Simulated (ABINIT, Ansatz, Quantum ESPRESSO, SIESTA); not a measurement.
NbFeB (P-6m2, 3 atoms in the cell) computed with different codes at matched settings

Self-consistent single point.

```yaml
crystal:
  lattice:
    - [3.68503, 0.00000, 0.00000]
    - [-1.84251, 3.19133, 0.00000]
    - [0.00000, 0.00000, 2.95804]
  atoms:
    - { symbol: Nb, position: [0.00000, 0.00000, 0.00000] }
    - { symbol: Fe, position: [0.33333, 0.66667, 0.50000] }
    - { symbol: B, position: [0.66667, 0.33333, 0.50000] }
```

Shared settings, as Ansatz (an electronic-structure program) writes them: kpoints.mp_grid.grid = 3 3 4; scf.occupations.method = fermi_dirac; scf.occupations.width = 0.01 Ry. Potentials and cutoffs stand in the table.

```json
[
 {"code": "SIESTA", "model": "GGA PBEsol, numerical atomic orbitals TZP, PseudoDojo PBEsol standard norm-conserving potentials (rewritten from UPF to PSML)", "pressure (GPa)": "-9.12", "cutoff": "grid 300 Ry"},
 {"code": "ABINIT", "model": "PBEsol, PAW (JTH v2.0 PBE PAW, files made for PBE)", "pressure (GPa)": "-8.91", "cutoff": "30 Ha"},
 {"code": "Quantum ESPRESSO", "model": "PBEsol, GBRV 1.5 ultrasoft (PBESOL) pseudopotentials", "pressure (GPa)": "-8.96", "cutoff": "50 Ry"},
 {"code": "Ansatz", "model": "PBEsol, PAW files made with PBE", "pressure (GPa)": "-8.68", "cutoff": "default"}
]
```

On Ansatz's run: spin polarisation is off.

The spread over the programs that give each value: pressure within 0.44 GPa.

SIESTA uses small atom-centred bases, whose incompleteness enters pressures, forces and empty levels differently from a plane-wave cutoff. Ansatz's pressure is given at a fixed set of plane waves, as the other plane-wave codes print theirs; with its correction for the finite basis it is -8.58 GPa.

On the base mesh (14 14 15) the same programs gave: Ansatz pressure -9.12 GPa; Quantum ESPRESSO pressure -9.41 GPa; ABINIT pressure -9.33 GPa; SIESTA pressure -9.77 GPa.

The values differ from the base mesh's, so the mesh still matters here: the table compares the programs at equal settings.

The starting cell comes from a database of computed structures (which also holds hypothetical and non-ambient phases and stackings), without a prior relaxation at this level.

Left out of this page: GPAW and FLEUR (not drawn, or without a comparable value).

Keys are those of Ansatz 0.2.
